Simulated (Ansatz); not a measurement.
## A computed series for Sb: response to strain

Take Sb (space group R-3m, No. 166; a = 4.3263 Å, c = 11.3390 Å (hexagonal axes); layered; relaxed with 0.1 eV smearing) as the base. Axes: x lies along a and z along c of the hexagonal cell.

Strains are applied to the cell and any free atomic positions relax; under biaxial strain the out-of-plane vector relaxes too.

Method: plane-wave PAW DFT at the r2SCAN+rVV10 level (Ansatz, a first-principles code, 500 eV), scalar-relativistic without spin-orbit coupling.

Notes on the quantities. energy relative to the base: free energy F.

```tsv
case	volume per atom	energy relative to the base
base	30.63 Å³	0 meV/atom
biaxial strain +0.25 %, plane normal [001], relaxed out of plane	30.70 Å³	+0.1 meV/atom
biaxial strain +0.44 %, plane normal [001], relaxed out of plane	30.74 Å³	+0.4 meV/atom
isotropic strain +1.12 %	31.67 Å³	+4.5 meV/atom
isotropic strain +2.43 %	32.92 Å³	+20 meV/atom
uniaxial strain ε_yy = +4.19 %	31.92 Å³	+15 meV/atom
uniaxial strain ε_zz = −5.74 %	28.87 Å³	+15 meV/atom
```

Stability against distortions was not tested.
